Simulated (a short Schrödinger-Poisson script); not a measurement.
System: symmetric double-gate stack, Al2O3 on p-type Ge(111), at 400 K.

| layer | material | thickness (nm) | Na (cm⁻³) |
|---|---|---|---|
| 1 | Al2O3 | 2.8 | - |
| 2 | Ge | 6 | 9e16 |
| 3 | Al2O3 | 2.8 | - |

Constants are typed, rounded textbook-type inputs, not results; the design itself was drawn at random and stands for no fabricated device. Al2O3: permittivity 9, conduction-band edge (eV) 2.65, gap (eV) 6.8, electron mass (mₑ) 0.3. Ge: permittivity 16, conduction-band edge (eV) 0, gap (eV) 0.664, Nv at 300 K (cm⁻³) 6e18.

Channel valleys (confinement mass, in-plane density-of-states mass, number): L1 1.59, 0.08, 1; L3 0.09, 0.34, 3. At the gates, both at one voltage, the conduction-band edge of layer 1 lies 2.82 eV − eVg above the Fermi level of the channel. Gaps are held at their typed values at every temperature. Mesh 0.03 nm at interfaces.

Solved with a short Schrödinger-Poisson script written for these runs: 1D Poisson equation in equilibrium, electrons classical, Boltzmann, parabolic valleys, classical holes, full ionisation, no traps, pinning or gate leakage.

The same stack at other levels of the model or other numerical settings:

```
run                                          sheet density of all electrons at Vg = 0.85 V (cm⁻²)  sheet density of all electrons at Vg = 0.25 V (cm⁻²)  capacitance of both gates at Vg = 0.85 V (μF/cm²)  gate voltage at 1e11 electrons/cm² (V)  rough cost against the base
-------------------------------------------  ----------------------------------------------------  ----------------------------------------------------  -------------------------------------------------  --------------------------------------  ---------------------------
base                                                                                      2.10e13                                               3.42e12                                               5.11                                    0.02                      about 1
electrons treated as classical, Fermi-Dirac                                               1.96e13                                               3.31e12                                               4.63                                    0.02                            3
electrons treated as quantum, Hartree                                                     1.62e13                                               2.06e12                                               4.12                                    0.07                           20
mesh six times as coarse                                                                  2.07e13                                               3.37e12                                               5.03                                    0.02                      about 1
```

The classical rows ignore confinement, and Boltzmann statistics overrate the density once the band edge passes the Fermi level.

Only the L valleys are kept; under strong confinement the Δ valleys of Ge fill too.
